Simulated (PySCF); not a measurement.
PySCF 2.14.0, TPSSH/def2-svp, df: Cr(NH)(S)(F)(Me) ([CH3][Cr](=[NH])([F])=[S]), 9 atoms. The geometry is a generated start, not checked to be a minimum at this level.

task: energy
method: tpssh
basis: def2-svp
two-electron scheme: density fitting
mol.max_memory: 3000 MB
mf.max_cycle: 100
mf.init_guess: minao (default)
mf.DIIS: CDIIS (default)
mf.diis_space: 8 (default)
mf.conv_tol: 1e-09 (default)
mf.grids.level: 3 (default)
basis functions: 111
grid points: 121304

```xyz
9

Cr    -0.5241    -0.7472     0.1618
N      0.4020    -1.4094    -0.9999
H      0.9364    -1.9149    -1.6968
S      0.2158    -1.2946     2.0088
F     -2.2067    -0.5830     0.1886
C      0.2140     1.2129     0.0925
H      1.2705     1.3113     0.3466
H     -0.3692     1.8040     0.8110
H      0.0613     1.6210    -0.9126
```

Charge 0 and multiplicity 1 are set for this test and not shown to be the ground state.

One run each on 2 threads, 1 BLAS thread. Values of level_shift (Hartree) tried: 0 (default), 0.1, 0.3, 1.

### Question
Predict the course of the Fock builds along this series.

### Answer
Fewest Fock builds: 0 (default) with 18. The count rises to 80 at 1. All converge to one solution.

```tsv
level_shift (Hartree)	Fock builds	end
0 (default)	18	same solution
0.1	24	same solution
0.3	27	same solution
1	80	same solution
```
